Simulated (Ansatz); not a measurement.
Results of r²SCAN0 (Ansatz, a program for electronic structure, PAW) for GaAlN2 (P3m1, No. 156, 4 atoms in the cell; start mp-1228894).

The input as run:

Ansatz 0.2 input:
```yaml
crystal:
  lattice:
    - [3.1466075232, 0.0, 0.0]
    - [-1.5733037616, 2.7250420508, 0.0]
    - [0.0, 0.0, 5.0964280281]
  atoms:
    - { symbol: Al, position: [0.0, 0.0, 0.9995229682] }
    - { symbol: Ga, position: [0.6666666667, 0.3333333333, 0.4972044135] }
    - { symbol: N, position: [0.6666666667, 0.3333333333, 0.1125399871] }
    - { symbol: N, position: [0.0, 0.0, 0.6271226313] }
basis:
  ecutwfc: 520
  ecutrho_ratio: 4
  xc_grid: 3
kpoints:
  mp_grid: { grid: [9, 9, 6] }
hamiltonian:
  xc: r2scan0
  dispersion: none
  pseudopotentials: { azcp: { folder: ./paw }, kind: paw }
scf:
  occupations: { method: fermi_dirac, width: 0.01 }
  convergence: { dr2_threshold: 0.0000000004 }
output:
  forces: true
  stress: true
  eigenvalues: true
```

Question: How many irreducible k-points, plane waves at Γ does the program set up, and what pressure does the run end with?

Answer: 62 irreducible k-points, 1165 plane waves at Γ; P = -4.02 GPa, so the cell is stretched on average and its volume would shrink at this level.

From the output:

```
WARN output.stress: scf.exx.energy_threshold = 1e-6 eV is looser than the 4e-8 eV advised for a stress under a hybrid functional (1e-8 eV for each atom of the …
Crystal: 4 atoms, lattice volume = 43.700 Å³
Basis set: ecut = 520 eV, 1165 PW (Γ), exchange–correlation on 72×72×120 points (27 copies of the dense FFT grid, shifted against one another)
Bands: 17, of which v1, the nominal top of the filled ones, is band 13 counted from 1 (12 counted from 0)
Symmetry: 6 space group operations
Space group: P3m1 (ITA 156), of the structure as read, at distance tolerance 3.5e-5 Å
k-points: 62 of 486 (time reversal used)
Initial density: superposition of atomic densities (chi_scale 0.1, normalization cell, long waves kept (reshape's long-wave potential 0.13 eV rms))
Functional: x = r2scan, c = r2scan; τ floored in thin density (d = 2e-4 eV/Å³), warm-up for x = 0.75 r2scan + 0.25 exact, c = r2scan; τ floored in thin density (d = 2e-4 eV/Å³)
SCF iter   1: F=—  HF=-5106.301910 eV  |F-HF|=—  |Δ(HF+E_count)|=         —  Δρ=1.28e-1  dr2=6.78e0  dr2_τ=7.74e-1
SCF iter   2: F=—  HF=-5104.896824 eV  |F-HF|=—  |Δ(HF+E_count)|=    1.41e0  Δρ=5.91e-2  dr2=7.40e-1  dr2_τ=2.56e-1
  ...
Crystal: 4 atoms, lattice volume = 43.700 Å³
Initial density: handed on by an earlier stage of this run
Functional: x = 0.75 r2scan + 0.25 exact, c = r2scan; τ floored in thin density (d = 2e-4 eV/Å³)
Crystal: 4 atoms, lattice volume = 43.700 Å³
SCF iter   4: F=—  HF=-5103.099735 eV  |F-HF|=—  |Δ(HF+E_count)|=   3.84e-8  Δρ=2.49e-6  dr2=2.20e-9  dr2_τ=1.20e-10
SCF iter   5: F=-5103.099735 eV  HF=-5103.099735 eV  |F-HF|=5.55e-11  |Δ(HF+E_count)|=   1.01e-9  Δρ=4.18e-7  dr2=1.37e-10  dr2_τ=1.33e-12
SCF 3 converged in 5 iterations: F = -5103.099735 eV  dr2 = 1.37e-10
Free energy (F): -5103.099735 eV
Internal energy: -5103.099735 eV  (E = F + TS)
E sigma→0 (E₀):  -5103.099735 eV
Fermi energy:    9.748156 eV
--- Forces (eV/Å), atoms counted from 1 ---
  atom   1  Al     0.00000000     0.00000000    -0.07926369
  atom   2  Ga     0.00000000     0.00000000     0.09200447
  atom   3  N      0.00000000    -0.00000000     0.00781189
  atom   4  N      0.00000000     0.00000000    -0.02039531
--- Stress (GPa, compression-positive) ---
       -3.932285       0.000000      -0.000000
        0.000000      -3.932285      -0.000000
        0.000000      -0.000000      -4.194481
  P = ⅓ Tr σ = -4.0197 GPa (-40.197 kbar)
```

The PAW data were made under PBE.

Note: cell and atoms aren't relaxed at this level (largest force component 0.09 eV/Å, pressure -4.0 GPa).

A start named mp-… is a Materials Project structure, which need not be a measured phase.
